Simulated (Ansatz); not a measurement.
Cell and atoms of amorphous Zr20O41Mg:

```xyz
62
Lattice="9.1493 -0.1079 -0.1976 -0.1079 9.5577 -0.3225 -0.1976 -0.3225 9.1004" Properties=species:S:1:pos:R:3 pbc="T T T"
Zr     2.8948     2.2476     0.5084
Zr     5.7960     8.2956     5.7623
Zr     1.7771    -0.1894     7.2573
Zr     8.2122     1.9466     5.8559
Zr     5.3546     2.3675     7.0739
Zr     2.8966     6.6254     5.2582
Zr     2.1453     3.5640     6.2865
Zr     6.6528     5.2994     4.8138
Zr     5.9351     3.0958     1.6623
Zr     3.6388     0.9794     4.0555
Zr     3.6123     5.3597    -0.1137
Zr     0.2101     8.3567     4.0566
Zr    -0.1079     6.1160     7.0146
Zr     0.9775     7.6721     1.0759
Zr     9.0073     3.6336    -0.0953
Zr     7.1515     6.1937     1.1568
Zr     0.4205     1.9074     2.8661
Zr     7.9002     0.0588     8.8833
Zr     4.5275     8.5711    -0.1651
Zr     6.5086    -0.0327     3.0119
O      7.1268     6.6288     6.4560
O      8.2919     0.7689     4.0068
O      3.6664     8.1611     6.6803
O      0.9191     7.5922     5.9334
O      8.6818     5.3643     4.8514
O      0.6460     1.8278     0.6120
O      2.4935     4.7316     4.6517
O      0.0978     3.8224     2.2653
O      4.1438     3.9656     1.3183
O      4.0992     4.0014     7.3895
O      0.0697     3.8207     7.1462
O      0.1213     8.2088     8.4384
O      2.0931     5.5912     7.0757
O      6.4613     4.9987     2.7600
O      6.2954     0.8479     5.9521
O      4.7522     8.9574     4.0457
O      1.9991     0.0860     5.0825
O      0.7380     2.6869     4.8834
O      8.9271     5.9593    -0.1577
O      5.4765     1.9077     3.2364
O      8.9386     0.3157     6.8201
O      1.9007     7.0844     3.5546
O      5.3210     6.5964     0.1752
O      2.5135     1.8953     2.5640
O      7.0280     4.2984     0.3219
O      6.0411     8.8258     7.8039
O      7.2122     8.0178     4.1049
O      6.6250     3.5292     5.7938
O      7.4408     1.9830     7.9572
O      2.1898     1.7914     7.5129
O      7.4809     1.4729     1.5578
O      5.0017     2.0672    -0.0940
O      4.9251     6.4066     5.0447
O      8.8726     6.6674     2.3296
O      2.8112     7.1556     0.4939
O      0.7362     9.2914     2.2254
O      7.2245     8.3776     1.1061
O      1.9608     4.1214     0.1152
O      2.8875     0.1794     0.0139
O      3.8445     2.2205     5.5785
O      4.6482     9.3894     1.5619
Mg     0.8033     5.1919     3.5230
```

The numbers are results of PBE, scalar-relativistic without spin-orbit coupling (plane waves to 420 eV, PAW; Ansatz, a quantum-chemistry and plane-wave program), not measurements.

It comes from a melt-quench run on a machine-learned potential (CHGNet), relaxed afterwards by DFT. O atoms were pushed apart under 1.9 Å during the dynamics, to hinder bonds among them. The hot cell started wider than the set density and was brought back towards it in steps. It is the lowest in DFT energy of 2 quenches. It is a model cell: composition and starting density were chosen by hand, and all elements were melted together. No dispersion term was used. Its density started from a set value of 5.24 and ended at 5.24 g/cm³. The simulated quench (nominally 300 K/ps over its main leg) is rapid and tends to freeze in more defects than a deposited or slowly cooled glass has. Values belong to this one cell and scatter from quench to quench. The volume was held where the preparation left it and the shape relaxed, at a PBE pressure of -2.4 GPa (tension). Stress components on the final sampling reach 2.9 GPa. Cycles of charging lowered its energy after that relaxation.

Bonds are counted up to Zr-Zr 3.41 Å, Zr-O 2.58 Å, Zr-Mg 3.30 Å, O-O 1.58 Å, O-Mg 2.48 Å, Mg-Mg 3.19 Å. Two cations that share two anions don't count as bonded, nor two that share one unless they lie closer than Zr-Zr 3.32 Å, Zr-Mg 3.21 Å, Mg-Mg 3.10 Å.

Question: Give the coordination numbers, mean bond lengths and angles.

Answer: 
```json
{
 "Mean coordination of Zr by anions": "6.40 (3 with 5, 6 with 6, 11 with 7)",
 "Mean coordination of O": "3.24 (1 with 2, 29 with 3, 11 with 4)",
 "Mean coordination of Mg by anions": "5.00 (1 with 5)",
 "Mean Zr-O bond": "2.169 Å (spread 0.107 Å, 128 counted)",
 "Mean O-Mg bond": "2.085 Å (spread 0.080 Å, 5 counted)",
 "Bond angle at Zr": "mean 102.3°, spread 28.8°",
 "Bond angle at O": "mean 113.1°, spread 15.4°",
 "Bond angle at Mg": "mean 103.7°, spread 24.2°"
}
```

Question: List the pairs of like atoms that count as bonded by the rules above.

Answer: There are none by these rules.
